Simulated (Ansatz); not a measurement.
Take Ir in the fcc (Cu type) structure (space group Fm-3m, No. 225; a = 3.831 Å; relaxed with 0.1 eV smearing) as the base. Axes: x, y, z lie along the cube axes.

Calculations: PBEsol in Ansatz (plane waves to 420 eV, PAW, without spin-orbit coupling).

One thing is altered: uniaxial strain ε_zz = +2.00 %, all other strain components held at zero; the atoms relax in the strained cell.

Problem. What does the calculation give for the stress and energy relative to the base after the change?

Solution. The stress (xx, yy, zz, yz, xz, xy; compression positive) amounts to (-4.7, -4.7, -12.0, 0.0, 0.0, 0.0) GPa; the energy grows by 11 meV/atom.

Whether these cells are dynamically stable was not tested. All final runs are without spin polarisation.

Ansatz is a first-principles code.
